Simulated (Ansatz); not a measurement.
The parent structure is WSe$_{2}$ (space group P6_3/mmc, No. 194; layered, stacked along the Cartesian z axis).

```xyz
6
Lattice="3.2305 0.0000 0.0000 -1.6152 2.7977 0.0000 0.0000 0.0000 12.4111" Properties=species:S:1:pos:R:3 pbc="T T T"
W      1.6152     0.9326     9.3083
W      0.0000     1.8651     3.1028
Se     1.6152     0.9326     4.7838
Se     0.0000     1.8651    10.9894
Se     0.0000     1.8651     7.6273
Se     1.6152     0.9326     1.4217
```

Cartesian axes are those of the cell as printed.

Level of theory: plane-wave PAW DFT at the PBEsol-D3(BJ) level (Ansatz, an electronic-structure program, 420 eV), scalar-relativistic without spin-orbit coupling.

Strains are applied to the cell and any free atomic positions relax.

One change was made to it. Results:

The band gap decreases by 0.17 eV (0.67 eV → 0.50 eV); the pressure (mean of the normal stresses, compression positive) goes from zero to 19.4 kbar; the hole mass changes from 1.5 mₑ along c, 0.60 mₑ across (at Γ) to 2.7 mₑ along z, 0.44 mₑ across (at Γ); the shortest interatomic distance falls by 0.007 Å, from 2.511 Å to 2.504 Å.

Q: Which of these changes matches the shifts?
(A) uniaxial strain ε_zz = −3.00 %
(B) uniaxial strain ε_zz = −0.60 %
(C) uniaxial strain ε_zz = −1.20 %
(D) uniaxial strain ε_zz = −2.40 %

A: A, uniaxial strain ε_zz = −3.00 %. For comparison, the pressure in the other runs: uniaxial strain ε_zz = −1.20 % gives 6.6 kbar; uniaxial strain ε_zz = −0.60 % gives 3.2 kbar; uniaxial strain ε_zz = −2.40 % gives 14.7 kbar.

Spin-orbit coupling, missing from the scalar runs, can matter with W. Masses are band curvatures over ±0.01 Å⁻¹ around the edge. No phonon test of stability was made.
